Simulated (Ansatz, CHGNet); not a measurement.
For AlCr₂C (P6₃/mmc, No. 194, 8 atoms in the cell; start mp-9956), the machine-learned potential CHGNet-r²SCAN (trained on r²SCAN data) gives:

| Property | Result |
|---|---|
| equilibrium lattice constant a | 2.827 Å |
| lattice parameter c | 12.622 Å |

Q: What does PBE-D4 (plane waves, PAW; Ansatz, a first-principles code) give for the same quantities?

A: 
- lattice constant a: 2.814 Å (shrinks by 0.5 %)
- lattice parameter c: 12.594 Å (decreases by 0.2 %)

Changes are worked out from the printed values.

Unless a cell is named, each level is at its own relaxed cell (CHGNet-r²SCAN 10.92, PBE-D4 10.80 Å³/atom).

The crystal itself was run without spin with PBE-D4; a magnetic state was not tried in these runs.

Caveats: the relaxation could not lower the start's symmetry, so the cell can be a saddle point above a distorted one (CHGNet-r²SCAN, PBE-D4). Ansatz's density-functional and Hartree–Fock values are scalar-relativistic unless marked +SOC, with PAW data made under PBE.

A start named mp-… is a Materials Project structure, which need not be a measured phase.
